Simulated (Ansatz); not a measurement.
Cubic perovskite CsSnI3 (cubic high-temperature phase), treated with BLYP (Ansatz, a quantum-chemistry and plane-wave program, plane waves, PAW).

Run with plane-wave cutoff 520 eV, 6×6×6 k mesh, Fermi–Dirac smearing 0.01 eV, scalar-relativistic PAW data made under PBE.

The cell has the measured lattice: a = b = c = 6.2190 Å, α = β = γ = 90.00°.

Question: Estimate the band gap and direct gap at Γ that the calculation returns.

Answer: 
band gap: 0.49 eV
direct gap at Γ: 4.36 eV

Note: held by symmetry at 0 K, a high-temperature phase can be a saddle point; cell and atoms aren't relaxed at this level (pressure 2.0 GPa).

Spin–orbit coupling is not included; with these elements it can move the gap by several tenths of an eV or more.

The computed numbers hold no vibrational or temperature effects.

Computing time: about 40 core-seconds (a rough figure).
